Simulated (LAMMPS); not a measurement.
Al (fcc) with 50 % of Al sites Cu at 300 K and zero pressure, started from the crystal, with several potentials, in cells of their own sizes.

Potentials compared:
- EAM-type AlCu.adp: classical MD, pair style adp, file AlCu.adp (LAMMPS); Apostol and Mishin, Phys Rev B 83, 054116 (2011)
- EAM-type AlCu.eam.alloy: classical MD, pair style eam/alloy, file AlCu.eam.alloy (LAMMPS); Cai and Ye, Phys Rev B, 54, 8398-8410 (1996)
- MEAM AlSiMgCuFe.meam: classical MD, pair style meam, file AlSiMgCuFe.meam (LAMMPS); Jelinek, Groh, Horstemeyer, Houze, Kim, Wagner, Moitra and Baskes, Phys Rev B, 85, 245102 (2012)

```json
[
 {"potential": "EAM-type AlCu.adp", "state": "crystal; no diffusion seen in 30 ps", "volume": "12.9308 ± 0.0008 Å³/atom", "first peak of g(r), Al-Cu": "2.51 Å, height 6.2", "coordination number of Al by Cu": "6.04 (counted to 3.10 Å)", "mean phonon frequency": "7.4 THz", "rough cost (ms per atom and simulated ps)": "3 to 10"},
 {"potential": "EAM-type AlCu.eam.alloy", "state": "crystal; no diffusion seen in 30 ps", "volume": "14.0672 ± 0.0003 Å³/atom", "first peak of g(r), Al-Cu": "2.69 Å, height 6.3", "coordination number of Al by Cu": "6.03 (counted to 3.26 Å)", "mean phonon frequency": "5.4 THz", "rough cost (ms per atom and simulated ps)": "1 to 3"},
 {"potential": "MEAM AlSiMgCuFe.meam", "state": "crystal; no diffusion seen in 30 ps", "volume": "14.2309 ± 0.0002 Å³/atom", "first peak of g(r), Al-Cu": "2.71 Å, height 8.0", "coordination number of Al by Cu": "6.02 (counted to 3.22 Å)", "mean phonon frequency": "7.0 THz", "rough cost (ms per atom and simulated ps)": "3 to 10"}
]
```

Costs are rough: whole-run CPU time with set-up and analysis, from shared machines, in bands a factor of about three wide.

Caution: the random arrangement on this lattice is imposed, and need not be a phase that exists in equilibrium.

States go by the mean squared displacement: a species diffuses where it passes 1.5 Å², still rises and gives D over 1e-6 cm²/s; a crystal has left its structure where atoms lie 0.35 Å off their sites on average or a cubic box changes its shape by 3 %, or the axial ratios of another lie 8 % off the starting cell's, which the potential's own relaxation can also do.

The ± values are statistical; the model's systematic error is not in them.
